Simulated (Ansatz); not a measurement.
A computed series for CdTe: response to strain

Start from CdTe in the rock salt structure (space group Fm-3m, No. 225; relaxed with 0.1 eV smearing).

```yaml
crystal:
  lattice:
    - [0.00000, 3.00023, 3.00023]
    - [3.00023, 0.00000, 3.00023]
    - [3.00023, 3.00023, 0.00000]
  atoms:
    - { symbol: Cd, position: [0.00000, 0.00000, 0.00000] }
    - { symbol: Te, position: [0.50000, 0.50000, 0.50000] }
```

Cartesian axes are those of the cell as printed.

Strains are applied to the cell and any free atomic positions relax; under biaxial strain the out-of-plane vector relaxes too.

All numbers come from PBEsol (Ansatz, a program for electronic structure, PAW, spin-orbit coupling left out).

Notes on the quantities. energy relative to the base: free energy F; pressure: mean of the normal stresses, compression positive.

| case | space group | energy relative to the base | pressure | volume per atom |
|---|---|---|---|---|
| base | Fm-3m (No. 225) | 0 meV/atom | 0.0 GPa | 27.01 Å³ |
| biaxial strain +3.35 %, plane normal [001], relaxed out of plane | I4/mmm (No. 139) | +19 meV/atom | -2.1 GPa | 28.31 Å³ |
| biaxial strain −0.18 %, plane normal [110], relaxed out of plane | Immm (No. 71) | 0.0 meV/atom | 0.1 GPa | [?] |
| isotropic strain −2.95 % | Fm-3m (No. 225) | [?] | [?] | 24.69 Å³ |
| isotropic strain −2.30 % | Fm-3m (No. 225) | +25 meV/atom | 4.6 GPa | 25.19 Å³ |
| uniaxial strain ε_yy = +5.32 % | I4/mmm (No. 139) | +19 meV/atom | -2.3 GPa | 28.44 Å³ |
| tensor shear ε_xy = +0.38 % | Immm (No. 71) | +0.1 meV/atom | 0.0 GPa | 27.01 Å³ |

Task: What belongs in the blanks?

Result: 
- biaxial strain −0.18 %, plane normal [110], relaxed out of plane, volume per atom: 26.96 Å³
- isotropic strain −2.95 %, energy relative to the base: +42 meV/atom
- isotropic strain −2.95 %, pressure: 6.3 GPa

Stability against distortions was not tested. All final runs are without spin polarisation. This is not the structure that CdTe has at room temperature and ambient pressure.
